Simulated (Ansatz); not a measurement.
An Ansatz (a first-principles code) input (plane-wave PAW DFT at the r2SCAN level (Ansatz, 500 eV), no spin-orbit coupling):

Ansatz 0.2 input:
```yaml
crystal:
  lattice:
    - [0.0484404577, 2.8327753046, 2.8327753046]
    - [2.8327753046, 0.0484404577, 2.8327753046]
    - [2.8812157623, 2.8812157623, 0]
  atoms:
    - { symbol: Zn, position: [0, 0, 0] }
    - { symbol: Se, position: [0.25, 0.25, 0.25] }
basis: { ecutwfc: 500, ecutrho_ratio: 4, xc_grid: 4, fft_grid_basis: typed }
kpoints: { mp_grid: { grid: [10, 10, 10] } }
hamiltonian:
  xc: r2scan
  dispersion: none
  pseudopotentials: { kind: paw }
scf: { occupations: { method: fermi_dirac, width: 0.05 }, convergence: { dr2_threshold: 0.0000000002 } }
relax: { f_tol: 0.005, max_steps: 50 }
output: { forces: true, stress: true }
checkpoint: { write: state.ck, write_every: 1000 }
```

**Question.** Which symmetry and how many k-points will the program report, and about how many plane waves at Γ?

**Answer.** Space group Imm2 (ITA 44) with 4 operations, k-points 171 of 1000, and 1171 plane waves at Γ.

The cells carry an imposed strain or load. Stability against distortions was not tested. The cell was made from ZnSe in the zinc blende structure (space group F-43m, No. 216) by this change: tensor shear ε_xy = +1.71 %.
